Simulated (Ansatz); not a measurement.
Checking a run of Ansatz (a program for electronic structure) on Na2AlZnF7 (Imma, 22 atoms in the cell). The aim is a self-consistent single point with DFT, LDA (PW92), plane waves, default PAW files made with PBE.

Cell that was meant: a = 7.0317 Å, b = 7.0317 Å, c = 7.0317 Å, α = 120.77°, β = 90.63°, γ = 118.51°.

Part of the input:

```yaml
  occupations:
    method: gaussian
    width: 0.2 eV
  max_iter: 40
  convergence:
    dr2_threshold: 1.0e-22 eV
output:
  forces: true
  eigenvalues: true
```

The program printed (abridged):

```
WARN basis.ecutwfc = 420 eV, the default
WARN ansatz: RAYON_NUM_THREADS=1 ignored (pool sized by the plan → 1); use --threads N
   [... lines left out ...]
PAW frozen core: Na, regenerated for the run's functional, and the local potential with it
Initial density: superposition of atomic densities (neutral atoms: chi_scale 0, normalization atom), corrected by the library's trained network
Initial wavefunctions: pseudopotential atomic-orbital guess
Eigensolver: davidson
Functional: x = slater, c = lda
SCF iter   1: F=—  HF=-24524.184016 eV  |F-HF|=—  |Δ(HF+E_count)|=         —  Δρ=2.03e-2  dr2=6.90e-1  ethr=1.77e-3  ⟨swp⟩=6.2  Hψ=8001  notcnv=0  defer=27
all-band conjugate gradients solve this SCF's bands
preconditioner: auto → Resta (q_TF=auto, 2.548 Å⁻¹)
SCF iter   2: F=—  HF=-24523.959922 eV  |F-HF|=—  |Δ(HF+E_count)|=   2.24e-1  Δρ=4.42e-3  dr2=1.58e-2  ethr=4.21e-4  ⟨swp⟩=2.0  Hψ=3196  notcnv=0  defer=255
   [... lines left out ...]
SCF iter  25: F=—  HF=-24523.953277 eV  |F-HF|=—  |Δ(HF+E_count)|=  1.46e-11  Δρ=9.38e-13  dr2=1.57e-21  ethr=9.19e-19 (applied; sched 1.00e-12)  ⟨swp⟩=1.0  Hψ=1582  notcnv=0  defer=290
SCF iter  26: F=—  HF=-24523.953277 eV  |F-HF|=—  |Δ(HF+E_count)|=  1.46e-11  Δρ=1.99e-13  dr2=1.15e-22  ethr=9.19e-19 (applied; sched 1.00e-12)  ⟨swp⟩=1.0  Hψ=1582  notcnv=0  defer=290
SCF iter  27: F=-24523.953277 eV  HF=-24523.953277 eV  |F-HF|=7.28e-12  |Δ(HF+E_count)|=  3.64e-12  Δρ=7.25e-14  dr2=1.45e-23  ethr=1.00e-12  ⟨swp⟩=8.3  Hψ=5343  notcnv=0
SCF 1 converged in 27 iterations: F = -24523.953277 eV  dr2 = 1.45e-23
Free energy (F): -24523.953277 eV
Internal energy: -24523.953277 eV  (E = F + TS)
E sigma→0 (E₀):  -24523.953277 eV
Fermi energy:    5.515334 eV
--- Forces (eV/Å), atoms counted from 1 ---
  atom   1  F      0.43981493    -0.09738739     0.14812297
  atom   2  F     -0.43981493     0.09738739     0.14812297
  atom   3  F      0.43981493     0.09738739    -0.14812297
  atom   4  F     -0.43981493    -0.09738739    -0.14812297
  atom   5  F     -0.43981493     0.09738739    -0.14812297
  atom   6  F      0.43981493    -0.09738739    -0.14812297
  atom   7  F     -0.43981493    -0.09738739     0.14812297
  atom   8  F      0.43981493     0.09738739     0.14812297
   [... lines left out ...]
  atom  22  Na     0.00000000     0.00000000     0.00000000
--- Stress (GPa, compression-positive) ---
        3.211885       0.000000       0.000000
        0.000000       3.210756      -0.000000
        0.000000      -0.000000       3.915323
  P = ⅓ Tr σ = 3.4460 GPa (34.460 kbar)
  The stress holds the Pulay correction. Without it, at fixed plane waves, as pw.x and ABINIT print it: P = 2.4675 GPa
```

### Question
Is this run sound? If not, what is wrong?

### Answer
The results can be used. The input holds a threshold far tighter than needed, beside a limit on iterations, which can do harm: each further decade of the residual costs iterations, and near the noise of double precision and of the grids the loop may never get there. Here it did none. The run converged in 27 iterations, and against the sound input the free energy stays essentially unchanged (within 1 meV/atom), the pressure stays at 3.45 GPa, the largest force stays at 0.671 eV/Å and the gap on the mesh stays at 4.682 eV. It cost iterations: the sound input took 8.

The sound input it was made from differs as follows (other fixes are possible):
```diff
-  max_iter: 40
-  convergence:
-    dr2_threshold: 1.0e-22 eV
```

With that input, the run converged in 8 iterations: free energy E − TS (on the zero of these files) -24523.9533 eV; top of the valence band (on the code's own zero) 3.17 eV; gap on the k-point mesh 4.68 eV; pressure 3.45 GPa; largest force (vector length) 0.671 eV/Å (DFT, LDA (PW92), plane waves, default PAW files made with PBE).

On the sound input: the starting cell comes from a database of published, mostly measured structures (it also holds non-ambient and calculated ones), without a prior relaxation at this level. Its lattice was rescaled by a random factor within 2.5 % of one. With a pressure of about 3 GPa the cell is away from its equilibrium volume at this level. Ansatz's pressure includes its estimate of the finite-basis (Pulay) stress. Without the estimate this run gives 2.47 GPa.

Keys are those of Ansatz 0.2.
